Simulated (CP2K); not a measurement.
Band structure of AlN (P6_3mc, 4 atoms in the cell).

```
AlN
1.0
    3.13485     0.00000     0.00000
   -1.56742     2.71486     0.00000
    0.00000     0.00000     5.02699
Al N
2 2
Direct
  0.66667   0.33333   0.49929
  0.33333   0.66667   0.99929
  0.66667   0.33333   0.88071
  0.33333   0.66667   0.38071
```

Computed with CP2K with PBE, GPW, DZVP-MOLOPT-SR-GTH basis, GTH-PBE potentials (GTH_POTENTIALS).

Settings: CUTOFF = 400 Ry; REL_CUTOFF = 60 Ry; KPOINTS/SCHEME = MONKHORST-PACK 12 12 7; GAMMA_CENTERED = T; XC_FUNCTIONAL = PBE; Al/BASIS_SET = DZVP-MOLOPT-SR-GTH-q3; Al/POTENTIAL = GTH-PBE-q3; N/BASIS_SET = DZVP-MOLOPT-SR-GTH-q5; N/POTENTIAL = GTH-PBE-q5; METHOD = GPW; EPS_DEFAULT = 1e-10; EXTRAPOLATION = USE_GUESS; NGRIDS = 4; SCF_GUESS = ATOMIC.

The starting cell comes from a database of computed structures (which also holds hypothetical and non-ambient phases and stackings), without a prior relaxation at this level. Its lattice was rescaled by a random factor within 2.5 % of one. Values carry the incompleteness of an atom-centred basis.

Task: Predict the gap along the standard path and the places of the band edges.

Result: The gap along the path is 4.11 eV, direct at Γ to within 0.01 eV.

Levels in eV from the top of the valence band on the SCF mesh, bands 5 to 9:
```
point      5      6      7      8     9
-----  -----  -----  -----  -----  ----
Γ      -0.86  -0.21  -0.21   0.00  4.11
M      -3.31  -2.06  -1.75  -0.69  5.74
K      -3.76  -2.43  -2.36  -2.36  5.23
A      -0.55  -0.55  -0.55  -0.55  6.39
L      -1.45  -1.45  -1.35  -1.35  5.28
H      -3.81  -3.81  -0.80  -0.80  7.44
```

Higher empty bands are left out: an atom-centred basis made for the valence describes them poorly.
